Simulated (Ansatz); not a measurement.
How the bulk modulus of CoSn (P6/mmm, No. 191, 6 atoms in the cell; start mp-20536) moves with the method

No measured value is used here.

```
level (code)     value (GPa)  cell (Å³/atom)
---------------  -----------  --------------
LDA (Ansatz)             158           15.92
PBE (Ansatz)             128           17.13
PBEsol (Ansatz)            ?           16.39
r²SCAN (Ansatz)          143           16.60
```

Problem. Complete the blanks.

Solution. 
- PBEsol (Ansatz, a first-principles code), value (GPa): 146

The crystal itself was run without spin with LDA, PBE, PBEsol, r²SCAN; a magnetic state was not tried in these runs. LDA, PBE, PBEsol, r²SCAN: the bulk modulus is −V dP/dV from two relaxed cells at ±2 % in volume. LDA, PBE, PBEsol, r²SCAN: the relaxation could not lower the start's symmetry, so the cell can be a saddle point above a distorted one. Each level is taken at its own relaxed cell. Cutoffs differ between the levels. Ansatz's density-functional and Hartree–Fock values are scalar-relativistic unless marked +SOC, with PAW data made under PBE.

A start named mp-… is a Materials Project structure, which need not be a measured phase.
